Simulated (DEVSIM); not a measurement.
System: Schottky contact on p-type Si, at 250 K.

```tsv
layer (left to right)	material	thickness (μm)	Na (cm⁻³)	τn (s)	τp (s)
1	Si	7.40	1.7e17	1.1e-5	1.1e-5
```

Left contact: Schottky, work function 4.744 eV, emission velocity 4.8e6 cm/s. Right contact: ohmic. Voltage is applied to the left contact. Recombination: SRH at mid-gap, Auger. Gap narrowing is on: ΔEg = 6.92 meV × (l + √(l² + 0.5)), l = ln(N/1.3e17 cm⁻³), shared equally by both band edges. Mobility is μmin + (μ − μmin)/(1 + (N/Nref)^α).

Constants are typed, rounded textbook-type inputs, not results; the design itself was drawn at random and stands for no fabricated device. Values at 300 K; Nc and Nv go as T^1.5, mobilities as T to minus their exponent, the gap by Varshni's rule with the affinity fixed.

```csv
parameter,Si
gap (eV),1.124
affinity (eV),4.05
permittivity,11.7
Nc (cm⁻³),2.86e19
Nv (cm⁻³),3.1e19
μn (cm²/Vs),1417
μp (cm²/Vs),470
"μn,min",52
"μp,min",45
"Nref,n",9.7e16
"Nref,p",2.2e17
αn,0.68
αp,0.72
T exponent of μn,2.3
T exponent of μp,2.2
Cn (cm⁶/s),2.8e-31
Cp (cm⁶/s),9.9e-32
Varshni α (eV/K),0.000473
Varshni β (K),636
```

Simulated with DEVSIM: 1D drift-diffusion, Boltzmann statistics, complete ionisation; no tunnelling, impact ionisation, image-force lowering or self-heating. Metal contacts follow the ideal Schottky-Mott rule: no Fermi-level pinning, no interface dipoles.

Base results: potential step across the device at zero bias (V) 0.332; largest field in the device at zero bias (V/cm) 130000.

Task: What follows from this one change: metal work function 4.744 → 4.894 eV?

Result: potential step across the device at zero bias 0.332 → 0.182 V; largest field in the device at zero bias 130000 → 91000 V/cm.

Task: What follows from this one change: temperature 250 → 500 K?

Result: potential step across the device at zero bias 0.332 → 0.111 V; largest field in the device at zero bias 130000 → 60000 V/cm.
